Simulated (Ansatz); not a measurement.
## A computed series for Cu: response to strain

Consider Cu in the fcc (Cu type) structure (space group Fm-3m, No. 225; a = 3.630 Å; relaxed with 0.1 eV smearing).

Strains are applied to the cell and any free atomic positions relax.

The values are results of PBE (Ansatz, a quantum-chemistry and plane-wave program, PAW, no SOC), not measurements.

Candidates:
(a) isotropic strain +2.50 %
(b) isotropic strain −3.00 %
(c) isotropic strain −0.50 %
(d) isotropic strain +2.00 %

Notes on the quantities. energy relative to the base: free energy F.

Question: Order them by energy relative to the base, lowest first.

Answer: (c) isotropic strain −0.50 % (+1.2 meV/atom), (d) isotropic strain +2.00 % (+17 meV/atom), (a) isotropic strain +2.50 % (+27 meV/atom), (b) isotropic strain −3.00 % (+48 meV/atom)

Stability against distortions was not tested. All final runs are without spin polarisation.
